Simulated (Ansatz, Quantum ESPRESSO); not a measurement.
## Code comparison for NbAl3 (I4/mmm, 4 atoms in the cell)

Self-consistent single point.

```
CELL_PARAMETERS angstrom
     -1.95437     1.95437     4.37615
      1.95437    -1.95437     4.37615
      1.95437     1.95437    -4.37615
ATOMIC_POSITIONS crystal
  Al 0.50000 0.50000 0.00000
  Al 0.75000 0.25000 0.50000
  Al 0.25000 0.75000 0.50000
  Nb 0.00000 0.00000 0.00000
```

Shared settings, as Ansatz (a program for electronic structure) writes them: kpoints.mp_grid.grid = 12 12 12; scf.occupations.method = fermi_dirac; scf.occupations.width = 0.01 Ry. Potentials and cutoffs stand in the table.

```json
[
 {"code": "Ansatz", "model": "LDA (PW92), PAW files made with PBE", "pressure (GPa)": "-10.20", "cutoff": "default"},
 {"code": "Quantum ESPRESSO", "model": "LDA (PZ), GBRV 1.5 ultrasoft (LDA) pseudopotentials", "pressure (GPa)": "-10.29", "cutoff": "40 Ry"}
]
```

On Ansatz's run: spin polarisation is off.

The spread over the programs that give each value: pressure within 0.09 GPa.

Ansatz's pressure is given at a fixed set of plane waves, as the other plane-wave codes print theirs. The same LDA comes in different parametrisations, which differ slightly.

The starting cell comes from a database of computed structures (which also holds hypothetical and non-ambient phases and stackings), without a prior relaxation at this level. Its lattice was rescaled by a random factor within 2.5 % of one.

Keys are those of Ansatz 0.2.
